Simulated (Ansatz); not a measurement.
## Cohesive energy of Zr (model structure, started from the diamond type, Fd-3m, No. 227, 2 atoms in the cell) at several levels of theory

No measured value is used here.

| level (code) | value (eV/atom) | cell (Å³/atom) |
|---|---|---|
| LDA (Ansatz) | 5.03 | 27.68 |
| PBE (Ansatz) | 3.79 | 30.91 |
| PBEsol (Ansatz) | 4.35 | 28.90 |
| r²SCAN (Ansatz) | 3.09 | 29.59 |

Free atoms are spin-polarised, in the lowest state found; at levels without +SOC their spin–orbit coupling is left out.  Each level is taken at its own relaxed cell. Cutoffs differ between the levels. Ansatz's density-functional and Hartree–Fock values are scalar-relativistic unless marked +SOC, with PAW data made under PBE.

A model structure was made by putting elements into a prototype or built by hand; it is no filed structure, need not be a known phase, and can be a saddle point held by its symmetry.

Ansatz is a program for electronic structure.
